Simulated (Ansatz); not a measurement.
AlB2-type MgB2 was calculated with PBE-D3(BJ) in Ansatz (plane waves, PAW).

Settings: plane-wave cutoff 520 eV, 18×18×12 k mesh (along the axes of the cell as run), Fermi–Dirac smearing 0.1 eV, perturbation theory, scalar-relativistic PAW data made under PBE.

Computed at the level's own relaxed cell.

```cif
data_B2Mg
_chemical_formula_sum 'Mg1 B2'
_space_group_name_H-M_alt 'P 1'
_space_group_IT_number 1
_cell_length_a 3.04708
_cell_length_b 3.04708
_cell_length_c 3.47019
_cell_angle_alpha 90.000
_cell_angle_beta 90.000
_cell_angle_gamma 120.000
loop_
_space_group_symop_operation_xyz
  'x, y, z'
loop_
_atom_site_label
_atom_site_type_symbol
_atom_site_fract_x
_atom_site_fract_y
_atom_site_fract_z
_atom_site_occupancy
Mg1 Mg 0.00000 0.00000 0.00000 1
B1 B 0.66667 0.33333 0.50000 1
B2 B 0.33333 0.66667 0.50000 1
```

Harmonic phonon frequencies (cm⁻¹; i marks an imaginary mode):

```csv
q point,frequencies
Γ,0 0 0 352 352 426 620 620 701
M,265 280 346 437 469 508 755 758 774
K,286 310 310 454 454 661 726 726 802
A,239 239 243 243 334 402 568 568 640
```

No imaginary mode appears at these points.

Note: the dispersion coefficients are held fixed in the derivatives.

Ansatz is a quantum-chemistry and plane-wave program.
